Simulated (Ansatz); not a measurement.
**What Pd → Re does to Pd**

Take Pd in the fcc (Cu type) structure (space group Fm-3m, No. 225; a = 3.908 Å) as the base.

The change: Re takes the place of Pd on all its sites; the structure is relaxed again.

Method: Ansatz (an electronic-structure program) r2SCAN, no spin-orbit coupling. Γ-centred 20×20×20 mesh, Fermi–Dirac width 0.05 eV.

| quantity | base | changed | shift |
|---|---|---|---|
| density | 11.84 g/cm³ | 20.97 g/cm³ | +9.13 g/cm³ |
| lattice parameter a | 3.908 Å | 3.893 Å | -0.0156 Å |
| space group | Fm-3m (No. 225) | Fm-3m (No. 225) | – |
| shortest interatomic distance | 2.764 Å | 2.753 Å | -0.011 Å |
| band gap | zero | zero | – |

Final structure:

```
CELL_PARAMETERS angstrom
      0.00000     1.94636     1.94636
      1.94636     0.00000     1.94636
      1.94636     1.94636     0.00000
ATOMIC_POSITIONS crystal
  Re 0.00000 0.00000 0.00000
```

Whether these cells are dynamically stable was not tested. The final runs are not spin-polarised. Pd has a high density of states at the Fermi level and may be magnetic at this level. This is not the structure that Re has at room temperature and ambient pressure.
